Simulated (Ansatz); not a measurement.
Input:

```
LiF
1.0
    0.00000     2.14514     2.17989
    2.14514     0.00000     2.17989
    2.14514     2.14514     0.00000
F Li
1 1
Cartesian
  3.21771   3.21771   3.26984
  0.00000   0.00000   0.00000
```

No spin polarisation.

Computed with Kohn–Sham DFT with the r2SCAN functional, run in Ansatz (a program for electronic structure) with PAW and 500 eV plane waves, scalar-relativistic without spin-orbit coupling. Γ-centred 13×13×13 mesh, Fermi–Dirac width 0.05 eV.

Question: Predict the band gap, valence-band top at Γ and space group.

Answer: Band gap: 8.56 eV
Valence-band top at Γ (three highest levels, from the VBM): 0.00, 0.00, -0.03 eV
Space group: I-4m2 (No. 119)

The cells carry an imposed strain or load. No phonon test of stability was made. The cell was made from LiF in the zinc blende structure (space group F-43m, No. 216; a hypothetical phase, not in the database extracts checked) by this change: uniaxial strain ε_zz = +1.62 %.
